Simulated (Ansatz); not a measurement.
A hypothetical phase is included: elements placed on a structure type, which no database files for this compound.

# Evanescent states of GaN (Pm-3n, 12 atoms a cell, 14.2 Å³ an atom, -2 GPa at this level) along the normal of (001)

All values below come from r2SCAN (plane waves, PAW; Ansatz, a first-principles code).

The gap is the functional's own, uncorrected, and κ follows it; spin-orbit coupling is left out. Mid-gap means the computed energy nearest the middle.

Energies count from the valence-band top; κ is the least over a 6×6 mesh across the current.

| E (eV) | κ (1/Å) | where |
|---|---|---|
| 0.05 | 0.046 | Γ |
| 0.15 | 0.077 | Γ |
| 0.25 | 0.097 | Γ |
| 0.35 | 0.112 | Γ |
| 0.45 | 0.124 | Γ |
| 0.55 | 0.133 | Γ |
| 0.65 | 0.140 | Γ |
| 0.75 | 0.145 | Γ |
| 0.85 | 0.148 | Γ |
| 0.95 | 0.149 | Γ |
| 1.05 | 0.149 | Γ |
| 1.15 | 0.146 | Γ |
| 1.25 | 0.141 | Γ |
| 1.35 | 0.134 | Γ |
| 1.45 | 0.123 | Γ |
| 1.55 | 0.108 | Γ |
| 1.65 | 0.087 | Γ |
| 1.75 | 0.053 | Γ |

Question: How thick must the barrier be to attenuate the transmission by 10^6 when the electrodes' Fermi level lies at 1.45 eV, and what attenuation does that film give at 0.05 eV?

Answer: d = 6 ln 10 / (2 × 0.123) = 56.2 Å. At 0.05 eV it gives 6 × 0.046/0.123 = 2.2 decades.
